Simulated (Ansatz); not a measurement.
TiC under load (space group Fm-3m), PBEsol, DFPT electron-phonon coupling, linearised Boltzmann equation (Ansatz, a first-principles code). Condition of this run: hydrostatic pressure -4 GPa (the target of the relaxation). Phonon-limited resistivity 13.3 μΩ·cm at 300 K, 21.3 μΩ·cm at 400 K, Drude plasma energy 3.58 eV.

Problem. What is the classical skin depth at 10 GHz (nonmagnetic, μ₀ = 1.257×10⁻⁶ H/m)?

Solution. δ = √(ρ/(π f μ₀)) = 1840 nm.

Problem. Estimate the electronic thermal conductivity at 300 K by the Wiedemann-Franz law (L₀ = 2.44×10⁻⁸ W·Ω/K²).

Solution. L₀T/ρ = 2.44×10⁻⁸ × 300/(13.3×10⁻⁸) = 55.0 W/(m·K). Inelastic scattering puts the true Lorenz number somewhat under L₀ near and below the Debye temperature.

Problem. What Drude relaxation time do resistivity and plasma energy imply?

Solution. ω_p = 5.44e15 s⁻¹, so τ = 1/(ε₀ ω_p² ρ) = 28.7 fs, a damping ħ/τ of 22.9 meV.

A metal at this level (no band gap). Only scattering by harmonic phonons is included (no impurities, grain boundaries, electron-electron scattering or thermal expansion). Spin-orbit coupling is left out. Halving the electron mesh (32x32x32) moves the resistivity by up to 3 % at 300 K. Smearing 0.20 eV; phonons on a 6x6x6 q mesh, which this run doesn't test.
